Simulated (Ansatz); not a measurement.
Data:

```xyz
2
Lattice="0.0000 2.2458 2.3458 2.2458 0.0000 2.3458 2.2458 2.2458 0.0000" Properties=species:S:1:pos:R:3 pbc="T T T"
B      0.0000     0.0000     0.0000
P      1.1229     1.1229     1.1729
```

Method: r2SCAN with spin-orbit coupling, rigid bands (plane waves, PAW; Ansatz, a first-principles code). Condition of this run: uniaxial stress along [001] of -12 GPa (compression positive) (the target of the relaxation). Geometry: cell and atoms relaxed with PBEsol, then loaded as said.

Predict the electron conductivity mass (n e² τ/σ) at 300 K, by direction if it differs.

0.39 (x), 0.39 (y), 0.24 (z) mₑ.

What conductivity effective mass do dilute holes have at 300 K?

0.35 (x), 0.35 (y), 0.26 (z) mₑ.

And the band gap?

1.07 eV at this level; semilocal functionals usually fall short of the measured gap.

Rigid bands, one relaxation time for all states, no polarons. Geometry: cell and atoms relaxed with PBEsol.
